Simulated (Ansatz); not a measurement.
SrO (Fm-3m) under hydrostatic pressure (compression positive): electron conductivity mass by PBE, rigid bands (plane waves, PAW, scalar-relativistic; Ansatz, a quantum-chemistry and plane-wave program). The unloaded cell, whose axes the loads refer to:

Space group Fm-3m (No. 225); a = 5.122 Å, b = 5.122 Å, c = 5.122 Å, α = 90.00°, β = 90.00°, γ = 90.00°

```json
[
 {"atom": "Sr", "site": "4a", "symmetry": "m-3m", "x": "0.0000", "y": "0.0000", "z": "0.0000"},
 {"atom": "O", "site": "4b", "symmetry": "m-3m", "x": "0.5000", "y": "0.5000", "z": "0.5000"}
]
```
(The calculation used a cell of 2 atoms; values per cell refer to that cell.)

```json
[
 {"hydrostatic pressure (compression positive) (GPa)": "-5.4", "volume per atom (Å³)": "17.96", "electron conductivity mass (mₑ)": "0.538"},
 {"hydrostatic pressure (compression positive) (GPa)": "-3.6", "volume per atom (Å³)": "17.52", "electron conductivity mass (mₑ)": "0.531"},
 {"hydrostatic pressure (compression positive) (GPa)": "-1.8", "volume per atom (Å³)": "17.14", "electron conductivity mass (mₑ)": "0.524"},
 {"hydrostatic pressure (compression positive) (GPa)": "0", "volume per atom (Å³)": "16.80", "electron conductivity mass (mₑ)": "0.518"},
 {"hydrostatic pressure (compression positive) (GPa)": "1.8", "volume per atom (Å³)": "16.49", "electron conductivity mass (mₑ)": "0.513"},
 {"hydrostatic pressure (compression positive) (GPa)": "3.6", "volume per atom (Å³)": "16.22", "electron conductivity mass (mₑ)": "0.508"},
 {"hydrostatic pressure (compression positive) (GPa)": "7.2", "volume per atom (Å³)": "15.73", "electron conductivity mass (mₑ)": "0.499"},
 {"hydrostatic pressure (compression positive) (GPa)": "10.8", "volume per atom (Å³)": "15.31", "electron conductivity mass (mₑ)": "?"}
]
```

Question: Fit a straight line to ln(electron conductivity mass) against the load over the rows given, and predict the row at 10.8 GPa.

Answer: The means are x̄ = 0.257 GPa and ȳ = -0.6567; Σ(x − x̄)(y − ȳ) = -0.6732 and Σ(x − x̄)² = 112.9, so the slope is -0.596 % per GPa, and the rows given lie within 0.31 % of the line. At 10.8 GPa the line gives 0.487 mₑ; the calculation gives 0.491 mₑ, 0.82 % from it.

Masses are for dilute carriers at 300 K, harmonic means over directions unless an axis is named. Spin-orbit coupling is left out. Stresses and pressures are the targets of the relaxation. The structure type is held at every load. Geometry: cell and atoms relaxed with PBEsol.
